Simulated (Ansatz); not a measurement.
Start from NbAgO₃ in the cubic perovskite structure (space group Pm-3m, No. 221; a = 3.950 Å; a cell from a computed database, its experimental status unchecked).

One thing is altered: cell and atoms relaxed at a pressure of 3 GPa.

Levels (all Ansatz, a program for electronic structure, PAW, earlier PAW set): PBEsol (420 eV, spin-orbit coupling left out); HSE06 (420 eV, no SOC); PBEsol+SOC (420 eV, with spin-orbit coupling).

One geometry, relaxed with PBEsol, under each level:

```json
[
 {"level": "PBEsol", "band gap": "1.42 eV", "lowest conduction level above the VBM at special points": "X 1.42 eV; Γ 1.61 eV; R 3.36 eV", "pressure": "3.00 GPa"},
 {"level": "HSE06", "band gap": "___", "lowest conduction level above the VBM at special points": "___", "pressure": "–"},
 {"level": "PBEsol+SOC", "band gap": "1.40 eV", "lowest conduction level above the VBM at special points": "X 1.40 eV; Γ 1.55 eV; R 3.34 eV; M 4.12 eV", "pressure": "2.98 GPa"}
]
```

Give the withheld HSE06 results.


- HSE06, band gap: 2.76 eV
- HSE06, lowest conduction level above the VBM at special points: X 2.76 eV; Γ 2.90 eV; R 5.36 eV

Single points use the geometry relaxed with PBEsol. HSE06 gaps are upper bounds (no full band path). Differences between runs with and without spin-orbit coupling are approximate. Load acts through the strain it causes; cell and atoms are relaxed under it. Stability against distortions was not tested. Many cubic perovskites are stable only at high temperature; tilts and polar distortions were not tested.
